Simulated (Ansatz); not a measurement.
Consider ZrSiO (space group P4/nmm, No. 129; a cell from a computed database, its experimental status unchecked).

```xyz
6
Lattice="3.3126 0.0000 0.0000 0.0000 3.3126 0.0000 0.0000 0.0000 7.3228" Properties=species:S:1:pos:R:3 pbc="T T T"
Zr     0.0000     1.6563     5.0577
Zr     1.6563     0.0000     2.2651
Si     1.6563     1.6563     0.0000
Si     0.0000     0.0000     0.0000
O      0.0000     1.6563     2.8529
O      1.6563     0.0000     4.4699
```

Cartesian axes are those of the cell as printed.

All numbers come from Ansatz (a program for electronic structure), PBE, PAW, cutoff 420 eV, spin-orbit coupling left out.

Before the change:

```
Property                        Result
-----------------------------  -------
Pressure                       0.0 GPa
Shortest interatomic distance  2.205 Å
Band gap                          zero
```

Modification: compressive biaxial strain of 0.25 % in the plane normal to [001], as in epitaxy on a mismatched substrate; the out-of-plane cell vector and the atoms relax.

Q: How does this affect the pressure, shortest interatomic distance and band gap?

A: The pressure (mean of the normal stresses, compression positive) goes from zero to 0.6 GPa; the shortest interatomic distance rises by 0.004 Å (2.205 Å → 2.209 Å); the band gap stays zero.

Without a gap, meshes like the base's 14×14×7 leave anisotropic stresses uncertain by several tenths of a GPa, and small strain energies with them. No phonon test of stability was made. All final runs are without spin polarisation. The zero or small gap of ZrSiO can change with the level of theory.
